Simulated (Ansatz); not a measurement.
Consider TeO₂ in the fluorite structure (space group Fm-3m, No. 225; a hypothetical phase, not in the database extracts checked).

```
TeO2
1.0
    0.00000     2.66761     2.66761
    2.66761     0.00000     2.66761
    2.66761     2.66761     0.00000
Te O
1 2
Direct
  0.00000   0.00000   0.00000
  0.25000   0.25000   0.25000
  0.75000   0.75000   0.75000
```

Cartesian axes are those of the cell as printed.

Computed with Kohn–Sham DFT with the r2SCAN functional, run in Ansatz (a program for electronic structure) with PAW and 500 eV plane waves, spin-orbit coupling left out.

Base values:

```
Quantity                          Value
-----------------------------  --------
Smallest direct gap             2.91 eV
Pressure                       0.00 GPa
Shortest interatomic distance   2.310 Å
Band gap                        1.00 eV
```

It is then changed as follows: biaxial strain +0.54 %, plane normal [001], relaxed out of plane (Cartesian); in-plane vectors clamped, the third vector and the atoms free.

### Question
Estimate the effect on the smallest direct gap, pressure, shortest interatomic distance, out-of-plane strain and band gap.

### Answer
The smallest direct gap decreases by 0.05 eV to 2.86 eV; the pressure (mean of the normal stresses, compression positive) goes from zero to -1.44 GPa; the shortest interatomic distance goes up by 0.0063 Å to 2.317 Å; the out-of-plane strain comes out as -0.26 %; the band gap decreases by 0.06 eV to 0.94 eV.

With Te present, leaving out spin-orbit coupling can change the band edges. No phonon test of stability was made.
